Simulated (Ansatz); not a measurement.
Cubic perovskite BaHfO₃, treated with PBE+SOC (PAW; Ansatz, a first-principles code).

Numerical settings: plane-wave cutoff 520 eV, 8×8×8 k mesh, Fermi–Dirac smearing 0.01 eV, PAW data made under PBE.

Cell (measured lattice):

```xyz
5
Lattice="4.1710 0.0000 0.0000 0.0000 4.1710 0.0000 0.0000 0.0000 4.1710" Properties=species:S:1:pos:R:3 pbc="T T T"
Ba     0.0000     0.0000     0.0000
Hf     2.0855     2.0855     2.0855
O      2.0855     0.0000     2.0855
O      0.0000     2.0855     2.0855
O      2.0855     2.0855     0.0000
```

Question: Give the computed band gap and smallest direct gap on the k points sampled.

Answer: 
* **band gap**: 3.59 eV (indirect)
* **smallest direct gap on the k points sampled**: 3.61 eV

Note: cell and atoms aren't relaxed at this level (pressure 4.0 GPa).

The result took about 2.8 core-minutes (a rough figure).
